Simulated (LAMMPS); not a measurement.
LAMMPS 22 Jul 2025, classical MD, EAM (Cu_mishin1.eam.alloy): a series of growing systems, each on 32 ranks.

| Quantity | Value |
|---|---|
| task | MD, nve |
| potential | EAM, Cu_mishin1.eam.alloy |
| shape (slab and sphere leave vacuum in the box) | bulk |
| temperature | 300 K |
| steps | 1000 |
| timestep | 2 fs |
| neighbor skin | 2 Å |
| neigh_modify | every 1 delay 0 check yes |
| thermo | 100 |
| newton | on (default) |
| atom_modify sort (bins of 2 Å where set) | 1000 (default) |
| comm_style | brick (default) |

Machine: one whole node, Arm Neoverse V2, 96 cores on 1 socket, no SMT, 1 L3 cache group; 94 cores' worth of CPU time may be used.

Each time is the median wall time of two to five repeats, run one at a time on the otherwise empty machine; start-up is included. Processes are pinned to neighbouring cores unless said otherwise. Build: PyPI wheel: MPICH, OPENMP and OPT packages. Other compilers and libraries give other times. Scratch files lie in a memory file system. A preparatory run goes ahead and isn't timed.

Measured:

```csv
system,replicate,neighbour list builds,wall time,peak memory
"Cu, 256 atoms",4×4×4,0,0.29 s,0.54 GiB
"Cu, 2048 atoms",8×8×8,0,0.33 s,0.54 GiB
```

Still to run:

| system | replicate |
|---|---|
| Cu, 16384 atoms | 16×16×16 |
| Cu, 131072 atoms | 32×32×32 |

Extrapolate to the larger systems: what do they cost?

The two largest measured give a power of ln(0.33/0.29) / ln(2048/256) = 0.06 in the count of atoms; the table sets what it predicts beside the runs.

```tsv
system	time by that power	neighbour list builds	wall time	peak memory
Cu, 16384 atoms	0.37 s	0	0.88 s	0.56 GiB
Cu, 131072 atoms	0.42 s	0	5.2 s	0.62 GiB
```

From the smallest system to the largest the time grows as the power 0.5 of the count of atoms; from step to step the powers are 0.1, 0.5, 0.9. In the smallest, launch, exit and the like take 0.19 s of the 0.29 s. The largest part is start and exit outside the program's clock (63 %) in the smallest system and pair forces (Pair) (89 %) in the largest.
